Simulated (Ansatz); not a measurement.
This Ansatz (a program for electronic structure) input is the reference run, MgS in the rock salt structure (space group Fm-3m, No. 225), computed with Ansatz, PBE, PAW, cutoff 420 eV, scalar-relativistic without spin-orbit coupling:

Ansatz 0.2 input:
```yaml
crystal:
  lattice:
    - [0, 2.6148445225, 2.6148445225]
    - [2.6148445225, 0, 2.6148445225]
    - [2.6148445225, 2.6148445225, 0]
  atoms:
    - { symbol: Mg, position: [0, 0, 0] }
    - { symbol: S, position: [0.5, 0.5, 0.5] }
basis: { ecutwfc: 420, ecutrho_ratio: 4, xc_grid: 2, fft_grid_basis: typed }
kpoints: { mp_grid: { grid: [11, 11, 11] } }
hamiltonian:
  xc: pbe
  dispersion: none
  pseudopotentials: { kind: paw }
scf: { occupations: { method: fermi_dirac, width: 0.05 }, convergence: { dr2_threshold: 0.0000000002 } }
output: { forces: true, stress: true }
checkpoint: { write: state.ck, write_every: 1000 }
```

Write the input for this change: every lattice vector is shortened by 2.50 %, atoms relaxed at fixed cell.


Ansatz 0.2 input:
```yaml
crystal:
  lattice:
    - [0, 2.5494734094, 2.5494734094]
    - [2.5494734094, 0, 2.5494734094]
    - [2.5494734094, 2.5494734094, 0]
  atoms:
    - { symbol: Mg, position: [0, 0, 0] }
    - { symbol: S, position: [0.5, 0.5, 0.5] }
basis: { ecutwfc: 420, ecutrho_ratio: 4, xc_grid: 2, fft_grid_basis: typed }
kpoints: { mp_grid: { grid: [11, 11, 11] } }
hamiltonian:
  xc: pbe
  dispersion: none
  pseudopotentials: { kind: paw }
scf: { occupations: { method: fermi_dirac, width: 0.05 }, convergence: { dr2_threshold: 0.0000000002 } }
relax: { f_tol: 0.005, max_steps: 50 }
output: { forces: true, stress: true }
checkpoint: { write: state.ck, write_every: 1000 }
```
This is the input that was run.

The cells carry an imposed strain or load. Stability against distortions was not tested.
